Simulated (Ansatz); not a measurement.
For W2C (Pnnm), Ansatz (a quantum-chemistry and plane-wave program) with PBEsol, DFPT electron-phonon coupling, linearised Boltzmann equation gives a transport coupling λ_tr = 0.741 and a Drude plasma energy ħω_p = 5.71 eV along z (a = (4.67, 0.00, 0.00) Å; b = (0.00, 5.24, 0.00) Å; c = (0.00, 0.00, 3.01) Å).

**Question.** Estimate the resistivity at 300 K from the high-temperature formula ρ = 2π λ_tr k_B T / (ħ ε₀ ω_p²), and say how the full Boltzmann solution compares.

**Answer.** The scattering rate is 1/τ = 2π λ_tr k_B T/ħ = 1.83e14 s⁻¹ and ω_p = 8.68e15 s⁻¹, so ρ ≈ 27.4 μΩ·cm. The Boltzmann solution gives 24.3 μΩ·cm, 0.88 times the estimate; it lies lower because k_BT is not large against the phonon energies and the solution lets the distribution adjust.

A metal at this level (no band gap). Only scattering by harmonic phonons is included (no impurities, grain boundaries, electron-electron scattering or thermal expansion). Spin-orbit coupling is left out, which matters with elements this heavy. Halving the electron mesh (20x16x28) moves the resistivity by up to 8 % at 300 K, the coupling by up to 3 %. Smearing 0.20 eV; phonons on a 3x3x5 q mesh, which this run doesn't test.

Computed structure, not matched to a measured one here, so possibly hypothetical: W2C (Pnnm).
